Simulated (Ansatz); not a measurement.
## Response to strain in Ag

Consider Ag in the fcc (Cu type) structure (space group Fm-3m, No. 225; a = 4.0538 Å; relaxed with 0.1 eV smearing). Axes: x, y, z lie along the cube axes.

Strains are applied to the cell and any free atomic positions relax; under biaxial strain the out-of-plane vector relaxes too.

All numbers come from plane-wave PAW DFT at the PBEsol level (Ansatz, a first-principles code, 420 eV), no spin-orbit coupling.

Candidates:
(a) biaxial strain −1.50 %, plane normal [001], relaxed out of plane
(b) biaxial strain +1.50 %, plane normal [001], relaxed out of plane
(c) biaxial strain −1.00 %, plane normal [001], relaxed out of plane

Question: Order them by out-of-plane strain, highest first.

Answer: (a) biaxial strain −1.50 %, plane normal [001], relaxed out of plane (+2.15 %), (c) biaxial strain −1.00 %, plane normal [001], relaxed out of plane (+1.44 %), (b) biaxial strain +1.50 %, plane normal [001], relaxed out of plane (-2.23 %)

Whether these cells are dynamically stable was not tested.
